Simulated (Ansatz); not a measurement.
The reference is BAs in the zinc blende structure (space group F-43m, No. 216; a = 4.732 Å). Axes: x, y, z lie along the cube axes.

Level of theory: LDA, PAW, 420 eV (Ansatz, a first-principles code; no spin-orbit coupling).

For the base:

```
Property    Value
--------  -------
Band gap  1.11 eV
```

Modification: biaxial strain +2.08 %, plane normal [111], relaxed out of plane (Cartesian); in-plane vectors clamped, the third vector and the atoms free.

Q: What does the calculation give for the band gap after the change?

A: The band gap shrinks by 0.113 eV (1.11 eV → 0.99 eV).

Q: What does the calculation give for the out-of-plane strain after the change?

A: The out-of-plane strain comes out as -0.48 %.

Q: What does the calculation give for the in-plane stress after the change?

A: The mean in-plane stress (compression positive) is -7.4 GPa.

Gaps are Kohn–Sham eigenvalue differences; semilocal functionals usually give less than the measured gap. No phonon test of stability was made.
